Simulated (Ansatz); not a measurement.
Base system: Au in the fcc (Cu type) structure (space group Fm-3m, No. 225; a = 4.0477 Å; relaxed with 0.1 eV smearing). Axes: x, y, z lie along the cube axes.

Level of theory: LDA (Ansatz, an electronic-structure program; PAW; 420 eV plane waves; no spin-orbit coupling).

It is then changed as follows: an isotropic linear strain of −3.00 %; the atoms relax in the strained cell.

Question: Predict the stress tensor and what it implies for the stiffness.

Answer: Stress of the strained cell less that of the base (GPa, compression positive):
```
   23.0     0.0     0.0
    0.0    23.0     0.0
    0.0     0.0    23.0
```

Then B = −ΔP/(ΔV/V₀) with ΔV/V₀ = -0.0873 gives secant stiffness values (nonlinear terms included at this strain): B ≈ 263 GPa.

As a check, the harmonic strain energy −½ V₀ Δσ:ε is 110 meV/atom; the computed energy rise is 94 meV/atom.

Whether these cells are dynamically stable was not tested.
